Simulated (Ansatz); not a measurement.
MgO (R-3m, No. 166, 16 atoms in the cell; start mp-1180973; a measured phase of this formula has another space group), treated with G0W0@PBEsol in Ansatz (plane waves, hard PAW, contour deformation).

The cell is the one relaxed with PBEsol. Conventional cell: a = 2.9683 Å, b = 2.9683 Å, c = 59.3863 Å, α = 90.00°, β = 90.00°, γ = 120.00°.

One run with a 4×4×4 mesh, response cutoff 70 eV and 369 empty bands, not extrapolated in mesh or basis; no spin–orbit coupling.

Highest filled and lowest empty level by k point (fractions of the reciprocal vectors of the cell (1.484 0.857 19.795) (-1.484 0.857 19.795) (-0.000 -1.714 19.795) Å; eV from the valence maximum of each method):

```json
[
 {"k": "0 0 0", "PBEsol filled": "0.00", "PBEsol empty": "4.02", "QP filled": "0.00", "QP empty": "5.98"},
 {"k": "0 0 0.25", "PBEsol filled": "-0.12", "PBEsol empty": "6.10", "QP filled": "-0.17", "QP empty": "8.30"},
 {"k": "0 0.25 -0.5", "PBEsol filled": "-0.32", "PBEsol empty": "7.24", "QP filled": "-0.40", "QP empty": "9.42"},
 {"k": "0 0.25 -0.25", "PBEsol filled": "-0.31", "PBEsol empty": "7.24", "QP filled": "-0.40", "QP empty": "9.42"},
 {"k": "0 -0.5 -0.5", "PBEsol filled": "-0.41", "PBEsol empty": "6.35", "QP filled": "…", "QP empty": "…"},
 {"k": "0.25 0.25 0.25", "PBEsol filled": "-0.02", "PBEsol empty": "4.05", "QP filled": "-0.08", "QP empty": "6.03"},
 {"k": "0.25 0.25 -0.5", "PBEsol filled": "-0.12", "PBEsol empty": "6.10", "QP filled": "…", "QP empty": "…"},
 {"k": "0.25 0.25 -0.25", "PBEsol filled": "-0.43", "PBEsol empty": "6.36", "QP filled": "-0.54", "QP empty": "8.35"}
]
```

### Question
Estimate the withheld levels to about 0.1 eV.

### Answer

- 0 -0.5 -0.5, QP filled: -0.52
- 0 -0.5 -0.5, QP empty: 8.35
- 0.25 0.25 -0.5, QP filled: -0.17
- 0.25 0.25 -0.5, QP empty: 8.29

A start named mp-… is a Materials Project structure, which need not be a measured phase.

Ansatz is a program for electronic structure.
